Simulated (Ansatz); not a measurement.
**BeS, response to strain**

Start from BeS in the zinc blende structure (space group F-43m, No. 216; a = 4.869 Å). Axes: x, y, z lie along the cube axes.

Strains are applied to the cell and any free atomic positions relax; under biaxial strain the out-of-plane vector relaxes too; under stress the whole cell relaxes.

The values are results of r2SCAN (Ansatz, a quantum-chemistry and plane-wave program; PAW; 500 eV plane waves; spin-orbit coupling left out), not measurements.

```tsv
case	smallest direct gap	gap character	space group
base	6.22 eV	indirect, Γ → X	F-43m (No. 216)
biaxial strain +0.68 %, plane normal [001], relaxed out of plane	6.19 eV	indirect, Γ → M	I-4m2 (No. 119)
isotropic strain −0.90 %	6.22 eV	indirect, Γ → X	F-43m (No. 216)
uniaxial strain ε_xx = −1.09 %	…	indirect, Γ → M	I-4m2 (No. 119)
uniaxial strain ε_yy = −5.85 %	5.97 eV	indirect, Γ → M	I-4m2 (No. 119)
uniaxial strain ε_yy = −2.55 %	6.11 eV	indirect, Γ → M	I-4m2 (No. 119)
uniaxial stress, 8 GPa compression along z	5.92 eV	indirect, Γ → M	I-4m2 (No. 119)
uniaxial stress, 8 GPa tension along z	5.96 eV	indirect, Γ → X	I-4m2 (No. 119)
uniaxial stress, 3 GPa compression along x	6.10 eV	indirect, Γ → M	I-4m2 (No. 119)
tensor shear ε_xy = −2.97 %	5.58 eV	indirect, Γ → X	Imm2 (No. 44)
```

Q: Complete the table.

A: 
- uniaxial strain ε_xx = −1.09 %, smallest direct gap: 6.18 eV

Stability under load was not tested beyond the relaxation. Labels are those of the standard path for the cell's own space group.
